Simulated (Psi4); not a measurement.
Psi4 1.11, PBE0/def2-tzvp: isocyanic acid (N=C=O), 4 atoms. The geometry is a generated start, not checked to be a minimum at this level.

```json
{
  "task": "energy",
  "method": "pbe0",
  "basis": "def2-tzvp",
  "memory": "3 GB",
  "maxiter": "100",
  "keys_of_the_molecule_block": "symmetry c1",
  "scf_type": "df (default)",
  "e_convergence": "1e-06 (default)",
  "d_convergence": "1e-06 (default)",
  "dft_radial_points": "75 (default)",
  "dft_spherical_points": "302 (default)",
  "basis_functions": "99",
  "grid_points": "87258"
}
```

```xyz
4

N     -0.6594     0.2569     0.0821
C      0.4733    -0.0149    -0.1705
O      1.5639    -0.0837    -0.5402
H     -1.3777    -0.1582     0.6285
```

With the defaults (diis = true, scf_initial_accelerator = adiis, damping_percentage = 0, diis_max_vecs = 10, soscf = false, guess = auto, which took SAD, level_shift = 0, level_shift_cutoff = 0.01) it converges in 8 SCF iterations. One run each on 2 threads, with these changes:
- level_shift = 0.5, level_shift_cutoff = 0.001
- soscf = true
- diis_max_vecs = 3
- level_shift = 0.1, level_shift_cutoff = 0.001
- guess = sap
- diis_max_vecs = 20
- diis = false, scf_initial_accelerator = none, damping_percentage = 60
- guess = gwh
- guess = huckel

Name the settings that don't reach the solution of the defaults.

No convergence: diis = false, scf_initial_accelerator = none, damping_percentage = 60 (the run ends without SCF convergence in 100 iterations). The rest reach the solution of the defaults.

| setting | SCF iterations | JK calls | end |
|---|---|---|---|
| soscf = true | 6 | 22 | same solution |
| the defaults | 8 | 9 | same solution |
| diis_max_vecs = 20 | 8 | 9 | same solution |
| level_shift = 0.1, level_shift_cutoff = 0.001 | 8 | 9 | same solution |
| guess = sap | 9 | 9 | same solution |
| level_shift = 0.5, level_shift_cutoff = 0.001 | 9 | 10 | same solution |
| guess = huckel | 10 | 34 | same solution |
| guess = gwh | 12 | 12 | same solution |
| diis_max_vecs = 3 | 14 | 15 | same solution |
| diis = false, scf_initial_accelerator = none, damping_percentage = 60 | 100 | 101 | no convergence |

An SOSCF iteration holds several JK calls; a Hückel guess adds calls on atoms.
